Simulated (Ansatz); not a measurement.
Base system: CdTe in the rock salt structure (space group Fm-3m, No. 225; a = 5.9991 Å).

Levels (all Ansatz, a quantum-chemistry and plane-wave program, PAW): PBEsol (420 eV, no spin-orbit coupling); r2SCAN (500 eV, scalar-relativistic without spin-orbit coupling).

The geometry is relaxed with PBEsol.

* **PBEsol pressure**: 0.0 GPa

Q: What does r2SCAN give at this geometry for the pressure?

A: The pressure goes from zero to 2.4 GPa.

Single points use the geometry relaxed with PBEsol. Their cutoffs differ, which shifts pressures a little. Whether these cells are dynamically stable was not tested. The final runs are not spin-polarised. This is not the structure that CdTe has at room temperature and ambient pressure.
